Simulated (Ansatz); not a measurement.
Gap of an OH-capped Si nanowire along [110], 8 atoms a period besides the caps at several levels, all on one geometry.

Levels: PBE (plane waves to 420 eV, PAW; Ansatz, a first-principles code); r2SCAN (plane waves to 500 eV, PAW; Ansatz); HSE06 run with Ansatz. Unmarked values and the geometry are of the first. Mesh 1×1×8. No spin polarisation. It repeats along c; a and b span vacuum. An idealised model, cut from the bulk lattice. Symmetry and one short period hold its shape; lower forms weren't sought. HSE06 ran on a 1×1×5 mesh and at PBE's edge points.

| level | gap (eV) |
|---|---|
| PBE | 1.24 |
| r2SCAN | 1.44 |
| HSE06 | (withheld) |

Complete the blanks.


- HSE06, gap (eV): 1.96
